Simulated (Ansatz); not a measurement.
Given:

```xyz
1
Lattice="-0.0340 1.7817 1.7817 1.7477 0.0000 1.7477 1.7817 1.7817 -0.0340" Properties=species:S:1:pos:R:3 pbc="T T T"
Cu     0.0000     0.0000     0.0000
```

No spin polarisation.

Method: PBEsol (Ansatz, a program for electronic structure, PAW, scalar-relativistic without spin-orbit coupling), earlier PAW set. k-mesh 32×32×32 (Γ-centred); smearing 0.1 eV (Fermi–Dirac).

Predict the stress and band gap.

The stress (xx, yy, zz, yz, xz, xy; compression positive) comes out as (0.4, -0.1, 0.4, 0.0, 3.6, 0.0) GPa and the band gap is zero.

The cells carry an imposed strain or load. Stability against distortions was not tested. The final runs are not spin-polarised. The cell was made from Cu in the fcc (Cu type) structure (space group Fm-3m, No. 225) by this change: tensor shear ε_xz = −1.91 %.
